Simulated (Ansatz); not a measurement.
# A computed series for ZnSe: pressure series

Base system: ZnSe in the zinc blende structure (space group F-43m, No. 216; a = 5.733 Å).

Cell and atoms are relaxed at each pressure.

All numbers come from PBE (Ansatz, a quantum-chemistry and plane-wave program; PAW; 420 eV plane waves; scalar-relativistic without spin-orbit coupling).

Notes on the quantities. hole mass: degenerate bands, along [100].

```
change             lattice parameter a                    hole mass  band gap
-----------------  -------------------  ---------------------------  --------
base                       10.834 bohr  0.094, 0.63, 0.63 mₑ (at Γ)   1.15 eV
pressure −2 GPa            10.973 bohr  0.085, 0.67, 0.67 mₑ (at Γ)   1.01 eV
pressure −1 GPa            10.900 bohr  0.090, 0.65, 0.65 mₑ (at Γ)   1.08 eV
pressure 0.9 GPa           10.778 bohr  0.097, 0.62, 0.62 mₑ (at Γ)   1.21 eV
pressure 2.1 GPa           10.710 bohr   0.10, 0.60, 0.60 mₑ (at Γ)   1.29 eV
pressure 4.5 GPa           10.591 bohr   0.11, 0.57, 0.57 mₑ (at Γ)   1.42 eV
pressure 9 GPa             10.406 bohr   0.12, 0.53, 0.53 mₑ (at Γ)   1.65 eV
pressure 15 GPa            10.212 bohr   0.13, 0.49, 0.49 mₑ (at Γ)   1.89 eV
pressure 22.5 GPa          10.022 bohr   0.14, 0.46, 0.46 mₑ (at Γ)   2.14 eV
pressure 30 GPa             9.867 bohr   0.15, 0.43, 0.43 mₑ (at Γ)   2.31 eV
```

Load acts through the strain it causes; cell and atoms are relaxed under it. Effective masses come from finite differences of ±0.01 Å⁻¹. Stability against distortions was not tested. Measured, ZnSe leaves this structure (for rock salt) near 13 GPa (temperature not stated; as listed in M. Köfferlein et al., Hyperfine Interactions (1994)).
